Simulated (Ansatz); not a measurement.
Consider Sn in the diamond structure (space group Fd-3m, No. 227; a = 6.566 Å). Axes: x, y, z lie along the cube axes.

The values are results of Ansatz (an electronic-structure program), r2SCAN, PAW, cutoff 500 eV, no spin-orbit coupling, not measurements.

Before the change:

| Quantity | Result |
|---|---|
| Shortest interatomic distance | 2.843 Å |

Modification: tensor shear ε_xy = +0.57 % (engineering shear γ = 0.0114), atoms relaxed at fixed cell.

Problem. What happens to the energy relative to the base?

Solution. The energy goes up by 0.4 meV/atom.

Problem. How does this affect the shortest interatomic distance?

Solution. The shortest interatomic distance drops by 0.0038 Å, from 2.843 Å to 2.840 Å.

The cells carry an imposed strain or load. Stability against distortions was not tested.
